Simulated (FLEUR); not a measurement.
Band structure of Hf (P6_3/mmc, 2 atoms in the cell).

```
Hf
1.0
    1.57857    -2.73417     0.00000
    1.57857     2.73417     0.00000
    0.00000     0.00000     4.99798
Hf
2
Direct
  0.33333   0.66667   0.25000
  0.66667   0.33333   0.75000
```

Computed with PBE, all-electron FLAPW (FLEUR), scalar-relativistic valence in FLEUR.

Settings: Kmax = 3.8 1/bohr; GmaxXC = 13.3 1/bohr; xcFunctional = pbe; jspins = 1; l_soc = F; mode = hist; fermiSmearingEnergy = 0.00367493 Htr; mesh (inpgen div1-3) = 8 8 5; inpgen gamma flag = true; Gmax = 13.3 1/bohr; numbands = 0; maxIterBroyd = 25; imix = Anderson; alpha = 0.05.

The starting cell has typed, rounded lattice constants, without a prior relaxation at this level. Its lattice was rescaled by a random factor within 2.5 % of one. Spin-orbit coupling is off. Values depend on the basis (sphere radii, cutoffs, local orbitals), which need not be converged.

Levels in eV from the Fermi level, bands 23 to 30:
```csv
point,23,24,25,26,27,28,29,30
Γ,-7.57,-3.89,0.70,1.11,1.11,1.40,1.97,1.97
M,-3.48,-2.96,-2.42,-0.81,0.70,0.84,1.67,6.07
K,-2.34,-1.89,-1.89,-1.54,0.30,0.30,2.05,5.34
A,-5.53,-5.53,0.07,0.07,1.00,1.00,1.00,1.00
L,-3.60,-3.60,-1.12,-1.12,1.24,1.24,2.66,2.66
H,-1.90,-1.90,-1.59,-1.59,-0.23,-0.23,2.52,2.52
```
